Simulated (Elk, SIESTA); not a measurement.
An Elk input for a self-consistent single point of MgCd3 (P-6m2, 4 atoms in the cell) (DFT, PBEsol, all-electron FP-LAPW, Elk's shipped species files, APW+lo basis with extra local orbitals):

```
tasks
  0

xctype
  22

tforce
  .true.

rgkmax
  8.0

gmaxvr
  18.0

lmaxapw
  10

lmaxo
  8

nxlo
  2

lorbcnd
  .true.

lradstp
  2

nrmtscf
  2.0

lmaxi
  4

stype
  0

swidth
  0.00183747

maxscl
  100

scale
  5.923497814

avec
    1.0000000000   -0.0000000038    0.0000000000
   -0.4999999967    0.8660254057    0.0000000000
    0.0000000000    0.0000000000    3.2024736437

atoms
  2
  'Mg.in'
  1
  0.0000000000  0.0000000000  0.5000000000    0.0 0.0 0.0
  'Cd.in'
  3
  0.0000000000  0.0000000000  0.0000000000    0.0 0.0 0.0
  0.6666666667  0.3333333333  0.7477900000    0.0 0.0 0.0
  0.6666666667  0.3333333333  0.2522100000    0.0 0.0 0.0

ngridk
  10 10 3
```

Question: Give the SIESTA input for the same structure, mesh, smearing and functional.

Answer: This is the input that was run; spellings and numerical settings could be chosen otherwise.

```
# files in the folder: Mg.psml Cd.psml (PseudoDojo PBEsol standard)
SystemName  MgCd3
SystemLabel MgCd3

NumberOfAtoms                4
NumberOfSpecies              2
%block ChemicalSpeciesLabel
  1 12 Mg
  2 48 Cd
%endblock ChemicalSpeciesLabel
LatticeConstant              1.0 Ang
%block LatticeVectors
     3.134580000    0.000000000    0.000000000
    -1.567290000    2.714626000    0.000000000
     0.000000000    0.000000000   10.038410000
%endblock LatticeVectors
AtomicCoordinatesFormat      ScaledCartesian
%block AtomicCoordinatesAndAtomicSpecies
     0.000000000    0.000000000    5.019205000  1
     0.000000000    0.000000000    0.000000000  2
     1.567291567    0.904874428    7.506622614  2
     1.567291567    0.904874428    2.531787386  2
%endblock AtomicCoordinatesAndAtomicSpecies

XC.functional                GGA
XC.authors                   PBEsol
PAO.BasisSize                TZP
PAO.EnergyShift              0.01 Ry
MeshCutoff                   300 Ry
%block kgrid.MonkhorstPack
   10   0   0  0.0
    0  10   0  0.0
    0   0   3  0.0
%endblock kgrid.MonkhorstPack
OccupationFunction           MP
OccupationMPOrder            0
ElectronicTemperature        0.05 eV

MaxSCFIterations             150
SCF.Mixer.Method             Broyden
SCF.Mixer.Weight             0.2
SCF.Mixer.History            8
SCF.DM.Tolerance             1.0E-05
Diag.ParallelOverK           true
WriteForces                  true
Charge.Mulliken              end
```

Basis, cutoffs, solver keys and any potentials are the target program's own. This input uses DFT, GGA PBEsol, numerical atomic orbitals TZP, PseudoDojo PBEsol standard norm-conserving potentials (rewritten from UPF to PSML).

The starting cell comes from a database of computed structures (which also holds hypothetical and non-ambient phases and stackings), without a prior relaxation at this level.
